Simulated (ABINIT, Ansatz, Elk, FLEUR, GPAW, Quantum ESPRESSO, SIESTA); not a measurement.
**One structure in several programs: HfMg6Sb (Amm2, 8 atoms in the cell)**

Self-consistent single point, at a second geometry (lattice scaled by 0.98). First geometry:

```xyz
8
Lattice="5.4187 0.0000 0.0000 0.0000 3.0911 5.6868 0.0000 -3.0911 5.6868" Properties=species:S:1:pos:R:3 pbc="T T T"
Mg     2.7093     1.5585     4.7472
Mg     2.7093    -1.5585     4.7472
Mg     0.0000     1.5030     6.6137
Mg     0.0000    -1.5030     6.6137
Mg     0.0000     0.0000     3.8142
Mg     0.0000     0.0000     9.4421
Hf     2.7093     0.0000     7.6128
Sb     2.7093     0.0000     1.9035
```

Shared settings, as Ansatz (a program for electronic structure) writes them: kpoints.mp_grid.grid = 3 3 3; scf.occupations.method = fermi_dirac; scf.occupations.width = 0.1 eV. Potentials and cutoffs stand in the table.

```tsv
code	model	ΔF from the first geometry (meV/atom)	pressure (GPa)	largest force (eV/Å)	cutoff
Elk	PBEsol, all-electron FP-LAPW, Elk's shipped species files, LAPW+lo basis	-25.4	–	–	rgkmax 7.5
ABINIT	PBEsol, norm-conserving pseudopotentials (PseudoDojo nc-sr-04 PBEsol standard)	-21.7	-1.17	0.077	42 Ha
GPAW	PBEsol, GPAW PAW datasets PBEsol (made by gpaw-setup)	-22.4	-1.24	0.078	800 eV
FLEUR	PBEsol, all-electron FLAPW (FLEUR), scalar-relativistic valence	-22.0	–	0.079	Kmax 3.8 1/bohr
Ansatz	PBEsol, PAW files made with PBE	-22.2	-1.23	0.080	default
Quantum ESPRESSO	PBEsol, GBRV 1.5 ultrasoft (PBESOL) pseudopotentials	-21.9	-1.27	0.081	40 Ry
SIESTA	GGA PBEsol, numerical atomic orbitals DZP, PseudoDojo PBEsol standard norm-conserving potentials (rewritten from UPF to PSML)	-16.9	-0.22	0.099	grid 350 Ry
```

Size of the force on each atom (eV/Å): Sizes of forces hide their directions.

```
code                Mg1    Mg2    Mg3    Mg4    Mg5    Mg6    Hf7    Sb8
----------------  -----  -----  -----  -----  -----  -----  -----  -----
ABINIT            0.048  0.048  0.077  0.077  0.009  0.046  0.020  0.023
GPAW              0.048  0.048  0.078  0.078  0.014  0.046  0.020  0.026
FLEUR             0.050  0.050  0.079  0.079  0.015  0.050  0.019  0.023
Ansatz            0.049  0.049  0.080  0.080  0.014  0.052  0.020  0.023
Quantum ESPRESSO  0.049  0.049  0.081  0.081  0.016  0.047  0.020  0.022
SIESTA            0.075  0.075  0.062  0.062  0.081  0.090  0.028  0.099
```

A dash marks a value that a program does not give, or that is left out as unsure.

On Ansatz's run: spin-orbit coupling is off.

The spread over the programs that give each value: ΔF from the first geometry within 8.5 meV/atom; pressure within 1.05 GPa; largest force within 0.022 eV/Å.

SIESTA uses small atom-centred bases, whose incompleteness enters pressures, forces and empty levels differently from a plane-wave cutoff. Elk and FLEUR treat all electrons, but the usual bases taken here (sphere radii, linearisation, local orbitals, empty states) were not tested for convergence, so the values are no reference for the others. Ansatz's pressure is given at a fixed set of plane waves, as the other plane-wave codes print theirs. In the pressure, SIESTA (by 1.02) lies more than 1 GPa from the median of the plane-wave programs. In the force vectors, SIESTA (by 0.096) lies more than 0.08 eV/Å from the median of the plane-wave programs.

The shared mesh is coarse (it stands for a supercell whose shortest vector is 16 Å), so the values are not converged in it.

The starting cell comes from a database of computed structures (which also holds hypothetical and non-ambient phases and stackings), without a prior relaxation at this level. Its lattice was rescaled by a random factor within 2.5 % of one. For this run, on top of that: lattice scaled by 0.98.

Left out of this page: CP2K (unsound by tests on forces, stress, charge or solver warnings).

Keys are those of Ansatz 0.2.
